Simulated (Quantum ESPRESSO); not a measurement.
## Sensitivity of a calculation on NbGaCu (Amm2, 12 atoms in the cell) to its settings

```xyz
12
Lattice="7.9283 0.0000 0.0000 0.0000 2.5237 4.3832 0.0000 -2.5237 4.3832" Properties=species:S:1:pos:R:3 pbc="T T T"
Nb     6.4870     0.0000     5.8403
Nb     1.4413     0.0000     5.8403
Nb     5.4320     0.0000     2.9319
Nb     2.4963     0.0000     2.9319
Ga     0.0000     0.0000     1.5004
Ga     3.9641     1.2326     5.1343
Ga     3.9641    -1.2326     5.1343
Ga     3.9641     0.0000     7.2679
Cu     5.9559     0.0000     8.7583
Cu     1.9724     0.0000     8.7583
Cu     0.0000    -1.2334     3.6329
Cu     0.0000     1.2334     3.6329
```

Base run A: Quantum ESPRESSO with LDA (PZ), GBRV 1.5 ultrasoft (LDA) pseudopotentials, self-consistent single point.

Its settings: ecutwfc = 50 Ry; ecutrho = 400 Ry; occupations = smearing; smearing = methfessel-paxton; degauss = 0.0073499 Ry; potentials = {Nb: nb_lda_v1.uspp.F.UPF, Ga: ga_lda_v1.4.uspp.F.UPF, Cu: cu_lda_v1.2.uspp.F.UPF}; K_POINTS = automatic 3 4 4 0 0 0; conv_thr = 1e-10 Ry.

The starting cell comes from a database of computed structures (which also holds hypothetical and non-ambient phases and stackings), without a prior relaxation at this level. Spin polarisation is off. In the base run, with a pressure of about -11 GPa the cell is away from its equilibrium volume at this level.

ΔF is the free energy per atom less that of run A. 

Run A gave: pressure (GPa) -10.67; largest force (eV/Å) 0.274; k-points 14.

Runs:
- B: K_POINTS: automatic 3 4 4 0 0 0 → automatic 2 3 3 0 0 0
- C: nbnd: default → 118
- D: smearing: methfessel-paxton → fermi-dirac; degauss: 0.0073499 Ry → 0.0036749 Ry
- E: K_POINTS: automatic 3 4 4 0 0 0 → automatic 4 6 6 0 0 0

Problem. What does run D change against A?

Solution. The free energy drops by 2.7 meV/atom, the pressure moves little (-10.67 to -10.65 GPa) and the largest force goes from 0.274 to 0.255 eV/Å.

Problem. What does run E change against A?

Solution. The free energy goes down by 3.1 meV/atom, the pressure stays near -10.68 GPa while the xx stress (positive for compression) goes from -11.49 to -11.12 GPa and the largest force goes from 0.274 to 0.183 eV/Å.

```tsv
run	ΔF (meV/atom)	pressure (GPa)	largest force (eV/Å)	k-points
A	0.00	-10.67	0.274	14
B	-7.0	-10.85	0.100	8
C	0.00	-10.68	0.274	14
D	-2.7	-10.65	0.255	14
E	-3.1	-10.68	0.183	39
```
